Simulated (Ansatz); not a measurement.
The parent structure is Ti in the hcp (Mg type) structure (space group P6_3/mmc, No. 194; a = 2.9016 Å, c = 4.5930 Å; relaxed with 0.1 eV smearing). Axes: x lies along a and z along c of the hexagonal cell.

Computed with Ansatz (an electronic-structure program), PBEsol, PAW, cutoff 420 eV, no spin-orbit coupling.

Before the change:

The pressure is 0.0 GPa.

One thing is altered: strain tensor (xx, yy, zz, yz, xz, xy) = (−1.22, +1.06, +0.07, +0.46, +2.39, +0.45) %, atoms relaxed at fixed cell.

Task: What does the calculation give for the pressure after the change?

Result: The pressure (mean of the normal stresses, compression positive) is nearly the same (0.0 GPa against 0.1 GPa).

Task: What happens to the largest internal atomic displacement?

Result: The largest internal atomic displacement is 0.029 Å.

No phonon test of stability was made. All final runs are without spin polarisation.
